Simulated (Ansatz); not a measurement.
Pressure series in BN

The parent structure is BN (space group P6_3/mmc, No. 194; layered, stacked along the Cartesian z axis).

```xyz
4
Lattice="2.5064 0.0000 0.0000 -1.2532 2.1706 0.0000 0.0000 0.0000 6.6147" Properties=species:S:1:pos:R:3 pbc="T T T"
B      1.2532     0.7235     4.9610
B      0.0000     1.4471     1.6537
N      0.0000     1.4471     4.9610
N      1.2532     0.7235     1.6537
```

Cell and atoms are relaxed at each pressure.

Computed with PBE-D3(BJ) in Ansatz (plane waves to 420 eV, PAW, no SOC).

Candidates:
(a) pressure 0.7 GPa
(b) pressure 0.3 GPa
(c) pressure 5 GPa
(d) pressure 10 GPa
(e) pressure 3 GPa

For the base:

| Item | Value |
|---|---|
| Smallest direct gap | 4.64 eV |

### Question
Order them by smallest direct gap, highest first.

### Answer
(b) pressure 0.3 GPa (4.64 eV), (a) pressure 0.7 GPa (4.62 eV), (e) pressure 3 GPa (4.47 eV), (c) pressure 5 GPa (4.39 eV), (d) pressure 10 GPa (4.34 eV)

Load acts through the strain it causes; cell and atoms are relaxed under it. No phonon test of stability was made. Competing high-pressure phases were not computed.

Ansatz is a first-principles code.
